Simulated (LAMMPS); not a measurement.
LAMMPS 22 Jul 2025, classical MD, EAM (Finnis-Sinclair form) (Mg_mm.eam.fs): Mg, 2916 atoms.

| Item | Result |
|---|---|
| task | MD, nve |
| potential | EAM (Finnis-Sinclair form), Mg_mm.eam.fs |
| copies of the repeat unit | 9×9×9 |
| shape (slab and sphere leave vacuum in the box) | bulk |
| steps | 2000 |
| timestep | 2 fs |
| thermo | 50 |
| newton | on (default) |
| atom_modify sort (bins of 2 Å where set) | 1000 (default) |
| comm_style | brick (default) |
| box | 28.9 × 50.0 × 46.9 Å |
| start | generated hcp lattice, warmed in an untimed run |

All runs start from one configuration, warmed at this fixed volume for 1000 steps under a thermostat at 100 K. The run at a skin of 2 Å has a mean temperature of 99.7 K and a mean pressure of -0.5 GPa.

One run each, on a shared machine, so no times are given.

With neigh_modify every 1 delay 0 check yes, skins of 0.1, 0.3, 0.5, 1, 1.5, 2, 3 Å were run. Further schedules:
- skin 0.3 Å, every 10 delay 0 check yes
- skin 1 Å, every 10 delay 0 check yes
- skin 2 Å, every 1 delay 10 check yes
- skin 2 Å, every 100 delay 0 check no
- skin 1 Å, every 100 delay 0 check no
- skin 2 Å, every 20 delay 0 check no
- skin 0.3 Å, every 20 delay 0 check no

A schedule rebuilds too seldom if it shows a dangerous build, rebuilds less often than the check at every step does at that skin, or fails.

### Question
How often does the distance check rebuild the lists at each skin, and which schedules rebuild too seldom?

### Answer
With the check at every step the rebuilds are 561 at 0.1 Å, 203 at 0.3 Å, 118 at 0.5 Å, 1 at 1 Å, 0 at 1.5 Å, 0 at 2 Å, 0 at 3 Å. Too seldom: skin 0.3 Å, every 10 delay 0 check yes; skin 0.3 Å, every 20 delay 0 check no.

```
setting                                 rebuilds  dangerous builds  list entries an atom  change of the total energy (meV/atom)
--------------------------------------  --------  ----------------  --------------------  -------------------------------------
skin 0.1 Å, every 1 delay 0 check yes        561                 —                  36.4                            under 0.001
skin 0.3 Å, every 1 delay 0 check yes        203                 —                  40.7                            under 0.001
skin 0.5 Å, every 1 delay 0 check yes        118                 —                  43.9                            under 0.001
skin 1 Å, every 1 delay 0 check yes            1                 —                  58.7                            under 0.001
skin 1.5 Å, every 1 delay 0 check yes          0                 —                  67.0                            under 0.001
skin 2 Å, every 1 delay 0 check yes            0                 —                  73.4                            under 0.001
skin 3 Å, every 1 delay 0 check yes            0                 —                   104                            under 0.001
skin 0.3 Å, every 10 delay 0 check yes       179               158                  40.7                            under 0.001
skin 1 Å, every 10 delay 0 check yes           1                 0                  58.7                            under 0.001
skin 2 Å, every 1 delay 10 check yes           0                 0                  73.4                            under 0.001
skin 2 Å, every 100 delay 0 check no          20       not counted                  73.4                            under 0.001
skin 1 Å, every 100 delay 0 check no          20       not counted                  58.7                            under 0.001
skin 2 Å, every 20 delay 0 check no          100       not counted                  73.4                            under 0.001
skin 0.3 Å, every 20 delay 0 check no        100       not counted                  40.7                            under 0.001
```

Where the energy changes as in the checked runs, the late rebuilds cost nothing that shows in this run. List entries are as LAMMPS prints them (Ave neighs/atom).
